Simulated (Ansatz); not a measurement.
We consider CsCl-type CoAl, described by PBE (Ansatz, a first-principles code, PAW).

Run with plane-wave cutoff 520 eV, 16×16×16 k mesh, Fermi–Dirac smearing 0.1 eV, perturbation theory, force constants from a 4×4×4 q mesh, no spin polarisation, scalar-relativistic PAW data made under PBE.

Computed at the level's own relaxed cell. Harmonic vibrational thermodynamics at fixed volume:

```
T (K)  S_vib (J/K per mol of atoms)  C_V (J/K per mol of atoms)  F_vib (eV/atom)
-----  ----------------------------  --------------------------  ---------------
0                              0.00                        0.00           0.0497
300                           21.80                       21.61           0.0209
400                           28.23                       22.98          -0.0051
600                           37.79                       24.04          -0.0742
700                           41.51                       24.27          -0.1153
800                           44.77                       24.43          -0.1601
900                           47.65                       24.53          -0.2080
```

The crystal is taken as a harmonic solid at every temperature: melting, phase changes and thermal expansion are not seen, nor the electrons' share in a metal.
